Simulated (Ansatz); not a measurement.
Consider Cu in the fcc (Cu type) structure (space group Fm-3m, No. 225; a = 3.5790 Å; relaxed with 0.1 eV smearing). Axes: x, y, z lie along the cube axes.

All numbers come from Ansatz (a quantum-chemistry and plane-wave program), r2SCAN, PAW, cutoff 500 eV, scalar-relativistic without spin-orbit coupling, earlier PAW set.

Before the change:

The volume per atom comes out as 11.46 Å³.

Modification: biaxial strain −1.09 %, plane normal [110], relaxed out of plane (Cartesian); in-plane vectors clamped, the third vector and the atoms free.

Predict the new energy relative to the base.

The energy increases by 2.4 meV/atom.

How does this affect the in-plane stress?

The mean in-plane stress (compression positive) comes out as +3.1 GPa.

Predict the new volume per atom.

The volume per atom falls by 0.14 Å³, from 11.46 Å³ to 11.32 Å³.

No phonon test of stability was made. All final runs are without spin polarisation.
